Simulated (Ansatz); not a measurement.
Start from GaN in the rock salt structure (space group Fm-3m, No. 225; a = 4.219 Å).

Method: PBEsol in Ansatz (plane waves to 420 eV, PAW, scalar-relativistic without spin-orbit coupling).

One change was made to it. Results:

```tsv
quantity	base	after
lattice parameter a	4.219 Å	5.697 Å
band gap	0.54 eV	zero
```

Which change produced these results?
(A) N → As
(B) N → Sb
(C) N → P

B, N → Sb. For comparison, the lattice parameter a in the other runs: N → P gives 5.089 Å; N → As gives 5.303 Å.

Stability against distortions was not tested. As relaxed here, GaSb, GaP and GaAs are hypothetical phases, not in the database extracts checked. All final runs are without spin polarisation. This is not the structure that GaN has at room temperature and ambient pressure.

Ansatz is a program for electronic structure.
